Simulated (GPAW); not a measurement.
Band structure of ScAgSe2 (P-3m1, 4 atoms in the cell).

```
CELL_PARAMETERS angstrom
      3.90558     0.00000     0.00000
     -1.95279     3.38233     0.00000
      0.00000     0.00000     6.61041
ATOMIC_POSITIONS crystal
  Sc 0.00000 0.00000 0.00000
  Ag 0.00000 0.00000 0.50000
  Se 0.33333 0.66667 0.23212
  Se 0.66667 0.33333 0.76788
```

Method: PBEsol, GPAW PAW datasets PBEsol (made by gpaw-setup) (plane waves; GPAW).

Settings: mode = pw; ecut = 800 eV; xc = PBEsol; kpts = 7 7 4; mesh shift (steps) = 0 0 0; occupations.name = fermi-dirac; occupations.width = 0 eV; nbands = -8; convergence.bands = -6; symmetry.symmorphic = false; symmetry.tolerance = 0.0005; maxiter = 100; bandpath_npoints = 40.

The starting cell comes from a database of computed structures (which also holds hypothetical and non-ambient phases and stackings), without a prior relaxation at this level.

Task: Predict the gap along the standard path and the places of the band edges.

Result: The gap along the path is 0.58 eV, from A to L; the smallest direct gap on it is 1.13 eV.

Levels in eV from the top of the valence band on the SCF mesh, bands 17 to 24:
```tsv
point	17	18	19	20	21	22	23	24
Γ	-1.67	-1.02	-0.75	-0.75	1.54	1.54	1.76	2.04
M	-2.85	-2.10	-1.69	-1.33	0.95	2.35	2.46	3.11
K	-2.54	-2.54	-1.82	-1.82	1.46	2.37	2.37	2.90
A	-2.30	-2.30	0.00	0.00	1.39	1.39	1.50	3.52
L	-2.76	-2.51	-0.86	-0.55	0.58	2.33	2.37	2.44
H	-2.95	-2.85	-1.13	-1.13	1.70	2.06	2.06	3.70
```
